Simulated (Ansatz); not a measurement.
KGeF3 (model structure, started from the CsGeCl3 type, R3m, No. 160, 5 atoms in the cell), treated with G0W0@PBEsol (plane waves, hard PAW, contour deformation; Ansatz, a quantum-chemistry and plane-wave program).

The cell is the one relaxed with PBEsol. Conventional cell: a = 6.8628 Å, b = 6.8628 Å, c = 6.8366 Å, α = 90.00°, β = 90.00°, γ = 120.00°.

One run with a 6×6×6 mesh, response cutoff 100 eV and 388 empty bands, not extrapolated in mesh or basis; no spin–orbit coupling.

Highest filled and lowest empty level by k point (fractions of the reciprocal vectors of the cell (3.431 1.981 2.279) (-3.431 1.981 2.279) (-0.000 -3.962 2.279) Å; eV from the valence maximum of each method):

| k | PBEsol filled | PBEsol empty | QP filled | QP empty |
|---|---|---|---|---|
| 0 0 0 | -2.04 | 5.18 | -2.25 | 7.49 |
| 0 0 0.167 | -1.78 | 5.07 | -1.96 | 7.45 |
| 0 0.167 0.333 | -1.10 | 4.68 | -1.20 | 7.22 |
| 0 0.167 -0.5 | -0.85 | 4.37 | … | … |
| 0 0.333 -0.333 | -0.76 | 4.75 | -0.81 | 7.34 |
| 0.167 0.333 -0.5 | -0.48 | 4.56 | … | … |
| 0.167 0.333 -0.167 | -0.95 | 4.75 | -1.02 | 7.31 |
| 0.167 -0.5 -0.5 | -0.29 | 4.48 | -0.31 | 7.11 |

Task: Estimate the withheld levels to about 0.1 eV.

Result: 
- 0 0.167 -0.5, QP filled: -0.92
- 0 0.167 -0.5, QP empty: 6.93
- 0.167 0.333 -0.5, QP filled: -0.52
- 0.167 0.333 -0.5, QP empty: 7.17

Note: filled d or f shells below the valence bands can shift G0W0 gaps through exchange with them, which wasn't tested here; the relaxation could raise the start's symmetry but not lower it, so the cell can be a saddle point.

A model structure was made by putting elements into a prototype or built by hand; it is no filed structure, need not be a known phase, and can be a saddle point held by its symmetry.
